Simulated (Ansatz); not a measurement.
**What pressure 30 GPa does to GaN**

Consider GaN in the zinc blende structure (space group F-43m, No. 216; a = 4.4983 Å).

It is then changed as follows: a hydrostatic pressure of 30 GPa.

All numbers come from PBEsol in Ansatz (plane waves to 420 eV, PAW, no SOC), earlier PAW set. k-mesh 13×13×13 (Γ-centred); smearing 0.05 eV (Fermi–Dirac).

| quantity | base | changed | shift |
|---|---|---|---|
| volume per atom | 11.38 Å³ | 10.07 Å³ | -1.31 Å³ |
| density | 6.11 g/cm³ | 6.91 g/cm³ | +0.80 g/cm³ |
| lattice parameter a | 8.501 bohr | 8.161 bohr | -0.340 bohr |
| shortest interatomic distance | 3.681 bohr | 3.534 bohr | -0.147 bohr |
| band gap | 1.70 eV | 2.48 eV | +0.78 eV |
| gap character | direct at Γ | direct at Γ | – |
| electron mass | 0.15 mₑ (at Γ) | 0.21 mₑ (at Γ) | – |
| hole mass (degenerate bands, along [100]) | 0.16, 0.86, 0.86 mₑ (at Γ) | 0.24, 0.88, 0.88 mₑ (at Γ) | – |
| valley order (the lowest conduction-band minima on the path, energy above the VBM, named in the base's zone) | Γ 1.70 eV; X along ⟨100⟩ 3.22 eV | Γ 2.48 eV; X along ⟨100⟩ 3.24 eV | – |

Load acts through the strain it causes; cell and atoms are relaxed under it. Effective masses come from finite differences of ±0.01 Å⁻¹. No phonon test of stability was made. Tetrahedral semiconductors of this kind turn to denser phases somewhere between about 1 and 50 GPa; those were not computed, so compressed cells here can lie past the real transition. This is not the structure that GaN has at room temperature and ambient pressure.

Ansatz is a first-principles code.
